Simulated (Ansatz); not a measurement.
A user runs Ansatz (an electronic-structure program) on K2LiAlF6 (Fm-3m, 10 atoms in the cell) and asks whether the run is sound. The aim is a self-consistent single point with DFT, LDA (PW92), plane waves, default PAW files made with PBE.

Cell that was meant: a = 5.4376 Å, b = 5.4376 Å, c = 5.4376 Å, α = 60.00°, β = 60.00°, γ = 60.00°.

Part of the input:

Ansatz 0.2 input:
```yaml
    - { symbol: F, position: [0.23110000, 0.23110000, 0.76890000] }
    - { symbol: F, position: [0.76890000, 0.76890000, 0.23110000] }
basis:
  ecutwfc: 145.0
kpoints:
  mp_grid:
    grid: [4, 4, 4]
[...]
scf:
  occupations:
    method: methfessel_paxton
    width: 0.272
output:
  forces: true
  eigenvalues: true
```

Log, with long lists cut:

```
   [... lines left out ...]
PAW frozen core: F, regenerated for the run's functional, and the local potential with it
Initial density: superposition of atomic densities (neutral atoms: chi_scale 0, normalization atom), corrected by the library's trained network
Initial wavefunctions: pseudopotential atomic-orbital guess
Eigensolver: davidson
Functional: x = slater, c = lda
SCF iter   1: F=—  HF=-8306.862256 eV  |F-HF|=—  |Δ(HF+E_count)|=         —  Δρ=5.27e-1  dr2=1.39e2  ethr=1.77e-3  ⟨swp⟩=8.9  Hψ=1555  notcnv=0
all-band conjugate gradients solve this SCF's bands
preconditioner: auto → Resta (q_TF=auto, 2.492 Å⁻¹)
SCF iter   2: F=—  HF=-8245.936225 eV  |F-HF|=—  |Δ(HF+E_count)|=    6.09e1  S|Δr|=    0.00e0  Δρ=1.75e-1  dr2=9.77e0  ethr=1.77e-3  ⟨swp⟩=3.6  Hψ=1013  notcnv=0  defer=30
   [... lines left out ...]
SCF iter   6: F=—  HF=-8240.198651 eV  |F-HF|=—  |Δ(HF+E_count)|=   7.32e-5  S|Δr|=    0.00e0  Δρ=8.43e-5  dr2=1.44e-5  ethr=7.96e-7  ⟨swp⟩=2.8  Hψ=472  notcnv=0  defer=30
SCF iter   7: F=—  HF=-8240.198652 eV  |F-HF|=—  |Δ(HF+E_count)|=   8.64e-7  S|Δr|=    0.00e0  Δρ=1.99e-5  dr2=4.91e-7  ethr=2.18e-8  ⟨swp⟩=2.1  Hψ=507  notcnv=0  defer=30
SCF iter   8: F=-8240.198652 eV  HF=-8240.198652 eV  |F-HF|=6.44e-9  |Δ(HF+E_count)|=   1.88e-7  S|Δr|=    0.00e0  Δρ=2.47e-6  dr2=1.01e-8  ethr=1.52e-10  ⟨swp⟩=11.8  Hψ=1633  notcnv=0
SCF 1 converged in 8 iterations: F = -8240.198652 eV  dr2 = 1.01e-8
Stability not checked (fill_not_monotonic)
Free energy (F): -8240.198652 eV
Internal energy: -8240.198652 eV  (E = F + TS)
E sigma→0 (E₀):  -8240.198652 eV
Fermi energy:    6.566729 eV
--- Forces (eV/Å), atoms counted from 1 ---
  atom   1  K      0.00000000    -0.00000000     0.00000000
  atom   2  K      0.00000000    -0.00000000    -0.00000000
  atom   3  Li     0.00000000    -0.00000000    -0.00000000
  atom   4  Al    -0.00000000     0.00000000     0.00000000
   [... lines left out ...]
  atom  10  F     -0.00000000     0.00000000     1.31366791
--- Stress (GPa, compression-positive) ---
      -28.255967      -0.000000      -0.000000
        0.000000     -28.255967       0.000000
        0.000000       0.000000     -28.255967
  P = ⅓ Tr σ = -28.2560 GPa (-282.560 kbar)
  The stress holds the Pulay correction. Without it, at fixed plane waves, as pw.x and ABINIT print it: P = -730.8991 GPa
```

Is this run sound? If not, what is wrong?

The run is not sound. The fault is a basis or grid far too coarse for these potentials. Far below the cutoff that the potentials were made for, the basis cannot represent the orbitals near the nuclei, and energies, forces and above all the stress go wrong. To fix it, restore the cutoff that the potentials need and check convergence. The run converged in 8 iterations without an error; against the sound input the free energy rises by 24.6 eV/atom, the pressure goes from 0.97 to -28.26 GPa, the largest force goes from 0.646 to 1.314 eV/Å and the gap on the mesh goes from 8.018 to 7.430 eV. At a fixed set of plane waves, without the program's Pulay estimate, the pressure is -730.90 GPa against 0.08 GPa.

The sound input it was made from differs as follows (other fixes are possible):
```diff
-  ecutwfc: 145.0
+  ecutwfc: 420.0 eV
-    width: 0.272
+    width: 0.272 eV
```

With that input, the run converged in 6 iterations: free energy E − TS (on the zero of these files) -8485.8817 eV; top of the valence band (on the code's own zero) 2.49 eV; gap on the k-point mesh 8.02 eV; pressure 0.97 GPa; largest force (vector length) 0.646 eV/Å (DFT, LDA (PW92), plane waves, default PAW files made with PBE).

On the sound input: the starting cell comes from a database of published, mostly measured structures (it also holds non-ambient and calculated ones), without a prior relaxation at this level. Its lattice was rescaled by a random factor within 2.5 % of one. Ansatz's pressure includes its estimate of the finite-basis (Pulay) stress. Without the estimate this run gives 0.08 GPa.
